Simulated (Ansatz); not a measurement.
Results of LDA (PAW; Ansatz, a quantum-chemistry and plane-wave program) for L1₀ (CuAu-type) FePt.

Settings: plane-wave cutoff 520 eV, 20×20×16 k mesh (along the axes of the cell as run), Fermi–Dirac smearing 0.05 eV, spin-polarised with parallel moments, scalar-relativistic PAW data made under PBE.

The cell is scaled about its equilibrium volume:

Shape and atoms are relaxed at each volume.

```tsv
V (Å³/atom)	P (GPa)	moment (μB per cell of 2 atoms)	c (Å)	a (Å)
12.504	11.27	3.00	3.625	2.627
12.764	5.35	3.06	3.652	2.644
13.025	0.00	3.10	3.679	2.661
13.285	-4.80	3.14	3.706	2.678
13.546	-9.07	3.17	3.732	2.694
```

Note: the bulk modulus comes from volumes at which shape and atoms were relaxed.
